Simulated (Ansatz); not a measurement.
Input and output of a self-consistent single point for HgPt3 (Cmm2, 4 atoms in the cell) (Ansatz, a program for electronic structure).

Computed with PBEsol, default PAW files made with PBE (plane waves; Ansatz).

```xyz
4
Lattice="2.9056 -3.9607 0.0000 2.9056 3.9607 0.0000 0.0000 0.0000 2.8970" Properties=species:S:1:pos:R:3 pbc="T T T"
Hg     0.0000     0.0000     0.0500
Pt     2.9056     0.0000     0.0000
Pt     1.4528     1.9803     1.4485
Pt     1.4528    -1.9803     1.4485
```

Reference input (self-consistent single point, DFT, PBEsol, plane waves, default PAW files made with PBE): basis.ecutwfc = 420 eV; kpoints.mp_grid.grid = 7 7 11; hamiltonian.xc = pbesol; hamiltonian.pseudopotentials = {kind: paw} (the program's default PAW files); scf.occupations.method = fermi_dirac; scf.occupations.width = 0.1 eV. This run's input differs from it in these lines:

Ansatz 0.2 input:
```diff
@@ -14,3 +14,3 @@
   mp_grid:
-    grid: [7, 7, 11]
+    grid: [12, 12, 18]
 hamiltonian:
@@ -21,4 +21,4 @@
   occupations:
-    method: fermi_dirac
-    width: 0.1 eV
+    method: gaussian
+    width: 0.3 eV
 output:
```

The program printed (abridged):

```
SCF iter   1: F=—  HF=-50819.483761 eV  |F-HF|=—  |Δ(HF+E_count)|=         —  Δρ=7.67e-3  dr2=3.27e-2  ethr=1.77e-3  ⟨swp⟩=5.5  Hψ=62621  notcnv=0  defer=6
all-band conjugate gradients solve this SCF's bands
preconditioner: auto → Kerker (q_TF=auto, 2.776 Å⁻¹)
SCF iter   2: F=—  HF=-50819.480109 eV  |F-HF|=—  |Δ(HF+E_count)|=   3.65e-3  Δρ=3.89e-3  dr2=8.94e-3  ethr=4.43e-5  ⟨swp⟩=2.0  Hψ=27725  notcnv=0  defer=6
SCF iter   3: F=—  HF=-50819.477920 eV  |F-HF|=—  |Δ(HF+E_count)|=   2.19e-3  Δρ=5.77e-4  dr2=2.34e-4  ethr=1.21e-5  ⟨swp⟩=2.1  Hψ=27083  notcnv=0  defer=6
SCF iter   4: F=—  HF=-50819.477896 eV  |F-HF|=—  |Δ(HF+E_count)|=   2.39e-5  Δρ=1.30e-4  dr2=3.15e-5  ethr=3.16e-7  ⟨swp⟩=1.2  Hψ=20617  notcnv=0  defer=6
SCF iter   5: F=—  HF=-50819.477870 eV  |F-HF|=—  |Δ(HF+E_count)|=   2.54e-5  Δρ=4.33e-5  dr2=1.83e-6  ethr=4.26e-8  ⟨swp⟩=2.2  Hψ=23946  notcnv=0  defer=6
SCF iter   6: F=-50819.477870 eV  HF=-50819.477870 eV  |F-HF|=3.76e-8  |Δ(HF+E_count)|=   4.27e-7  Δρ=9.26e-6  dr2=6.80e-8  ethr=1.35e-10  ⟨swp⟩=6.8  Hψ=84827  notcnv=0
SCF 1 converged in 6 iterations: F = -50819.477870 eV  dr2 = 6.80e-8
Free energy (F): -50819.477870 eV
Internal energy: -50819.325137 eV  (E = F + TS)
E sigma→0 (E₀):  -50819.401503 eV
Entropy (-TS):   -0.152733 eV (-38.183 meV/atom)
Fermi energy:    20.798493 eV
--- Forces (eV/Å), atoms counted from 1 ---
  atom   1  Hg     0.00000000     0.00000000    -0.17401341
  atom   2  Pt     0.00000000     0.00000000    -0.01698961
  atom   3  Pt     0.00000000    -0.00000000     0.09550043
  atom   4  Pt     0.00000000     0.00000000     0.09550043
--- Stress (GPa, compression-positive) ---
       -7.359153       0.000000       0.000000
        0.000000      -8.031859       0.000000
        0.000000       0.000000      -9.250394
  P = ⅓ Tr σ = -8.2138 GPa (-82.138 kbar)
  The stress holds the Pulay correction. Without it, at fixed plane waves, as pw.x and ABINIT print it: P = -8.2673 GPa
```

The run converged in 6 iterations. Against the reference run the free energy falls by 5.7 meV/atom, the pressure stays near -8.21 GPa while the zz stress (positive for compression) goes from -9.56 to -9.25 GPa and the largest force moves little (0.173 to 0.174 eV/Å).

The starting cell comes from a database of computed structures (which also holds hypothetical and non-ambient phases and stackings), without a prior relaxation at this level. Its lattice was rescaled by up to half a per cent. One atom was moved a little off its site on purpose. Spin polarisation is off. With a pressure of about -8 GPa the cell is away from its equilibrium volume at this level. Ansatz's pressure includes its estimate of the finite-basis (Pulay) stress.

Cost on one core of a shared machine: roughly 90 s.
